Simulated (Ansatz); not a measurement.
The starting structures come from a database of crystals and need not be the phases stable at ambient conditions.

Inside the gap of an insulator the Bloch states are evanescent, with a wavenumber k + iκ along the transport direction.

Input:

```xyz
12
Lattice="6.1874 0.0000 0.0000 0.0000 6.2549 0.0000 0.0000 -2.3132 5.8249" Properties=species:S:1:pos:R:3 pbc="T T T"
Sb     3.8922     0.0758     2.1571
Sb     2.2952     3.8659     3.6678
Sb     0.7985     5.0225     0.7554
Sb     5.3889    -1.0808     5.0695
Ru     0.0799     1.1541     1.7623
Ru     6.1075     2.7877     4.0627
Ru     3.1736     3.9443     1.1502
Ru     3.0138    -0.0025     4.6747
S      2.2677     1.7922     1.0411
S      3.9197     2.1495     4.7838
S      5.3613     3.3061     1.8713
S      0.8260     0.6356     3.9536
```

Space group of this cell: P2_1/c. The cell is taken as given; by r2SCAN its mean pressure is -2.2 GPa.

Transport runs along the normal of the first two printed cell vectors.

No gap correction and no spin-orbit coupling; mid-gap values are interpolated between computed energies.

Q: Give the band gap and the smallest decay constant κ at mid-gap that r2SCAN in Ansatz (a program for electronic structure) yields.

A: Gap 1.03 eV on a 6×6×6 mesh; κ = 0.180 1/Å, at (0.000, 0.333) of the in-plane reciprocal vectors. At the zone centre, at the nearest computed energy, the slowest state has κ = 0.23 1/Å.
